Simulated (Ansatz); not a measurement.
The reference is MgO in the rock salt structure (space group Fm-3m, No. 225; a = 4.214 Å). Axes: x, y, z lie along the cube axes.

One thing is altered: tensor shear ε_xy = +1.00 % (engineering shear γ = 0.0200); the atoms relax in the strained cell.

Calculations: Kohn–Sham DFT with the PBEsol functional, run in Ansatz (a quantum-chemistry and plane-wave program) with PAW and 420 eV plane waves, no SOC.

Question: Give the band edges at the high-symmetry points of the new zone, measured from its valence-band maximum.

Answer: 
| point | valence edge (eV) | conduction edge (eV) |
|---|---|---|
| Γ | 0.00 | 4.54 |
| X | -1.31 | 8.82 |
| F₂ | -1.32 | 9.73 |
| Σ₀ | -1.32 | 9.73 |
| Y₀ | -1.12 | 9.97 |
| U₀ | -1.12 | 9.97 |
| R | -0.74 | 7.60 |
| W | -1.86 | 11.33 |
| S | -0.65 | 7.73 |
| T | -1.43 | 8.88 |

The gap is 4.54 eV, direct at Γ.

Semilocal Kohn–Sham gaps tend to fall short of experiment. Whether these cells are dynamically stable was not tested. k-point labels follow each cell's own Brillouin zone.
